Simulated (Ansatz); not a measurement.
An Ansatz (a program for electronic structure) run: Cu with a change (uniaxial strain ε_zz = +2.00 %); PBEsol/PAW in Ansatz, no spin-orbit coupling.

Input:

Ansatz 0.2 input:
```yaml
crystal:
  lattice:
    - [0, 1.7818878279, 1.8175255845]
    - [1.7818878279, 0, 1.8175255845]
    - [1.7818878279, 1.7818878279, 0]
  atoms:
    - { symbol: Cu, position: [0, 0, 0] }
basis: { ecutwfc: 420, ecutrho_ratio: 4, xc_grid: 2, fft_grid_basis: typed }
kpoints: { mp_grid: { grid: [32, 32, 32] } }
hamiltonian:
  xc: pbesol
  dispersion: none
  pseudopotentials: { kind: paw }
scf: { occupations: { method: fermi_dirac, width: 0.1 }, convergence: { dr2_threshold: 0.0000000001 } }
relax: { f_tol: 0.005, max_steps: 50 }
output: { forces: true, stress: true }
checkpoint: { write: state.ck, write_every: 1000 }
```

Output (explanatory and most iteration lines left out):

```
Relaxation: its limit of steps is 50 (relax.max_steps)
Pseudopotential: Cu, paw, valence charge 19
Crystal: 1 atoms, lattice volume = 11.542 Å³
Basis set: ecut = 420 eV, 247 PW (Γ), exchange–correlation on 36×36×36 points (8 copies of the dense FFT grid, shifted against one another)
Bands: 14, of which v1, the nominal top of the filled ones, is band 10 counted from 1 (9 counted from 0)
Symmetry: 16 space group operations
Space group: I4/mmm (ITA 139), of the structure as read, at distance tolerance 2.3e-5 Å
k-points: 2393 of 32768
Functional: x = pbesol(κ = 0.804, μ = 0.12345679012345678), c = pbesol(β = 0.046)
SCF iter   1: F=—  HF=-6588.781236 eV  |F-HF|=—  |Δ(HF+E_count)|=         —  Δρ=2.10e-2  dr2=2.63e-2  ethr=1.77e-3  ⟨swp⟩=5.3  Hψ=167299  notcnv=0
SCF iter   2: F=—  HF=-6588.775088 eV  |F-HF|=—  |Δ(HF+E_count)|=   6.15e-3  Δρ=9.03e-4  dr2=3.51e-5  ethr=1.38e-4  ⟨swp⟩=2.8  Hψ=72362  notcnv=0  defer=342
SCF 1 converged in 6 iterations: F = -6588.775099 eV  dr2 = 1.29e-12
relax step   1: F+E_penalty+E_count = -6588.77509935 eV  Δ(F+E_penalty+E_count) = +0.000e0 eV  max|allowed force component| = 0.000e0 eV/Å  Δτ_max = 0.0000 Å  (6 SCF iters, accepted)
SCF converged after 6 iterations
Free energy (F): -6588.775099 eV
Internal energy: -6588.765307 eV  (E = F + TS)
E sigma→0 (E₀):  -6588.770203 eV
Entropy (-TS):   -0.009793 eV (-9.793 meV/atom)
Fermi energy:    17.102157 eV
--- Forces (eV/Å), atoms counted from 1 ---
  atom   1  Cu     0.00000000     0.00000000     0.00000000
--- Stress (GPa, compression-positive) ---
       -2.734256       0.000000       0.000000
        0.000000      -2.734256       0.000000
        0.000000       0.000000      -4.012178
  P = ⅓ Tr σ = -3.1602 GPa (-31.602 kbar)
--- Relaxed structure (1 steps of the walk, 1 accepted, 0 SCFs on fresh bases) ---
  atoms:
    - { symbol: Cu, position: [0.0, 0.0, 0.0] }
```

Whether these cells are dynamically stable was not tested. All final runs are without spin polarisation. The cell was made from Cu in the fcc (Cu type) structure (space group Fm-3m, No. 225) by this change: uniaxial strain ε_zz = +2.00 %.
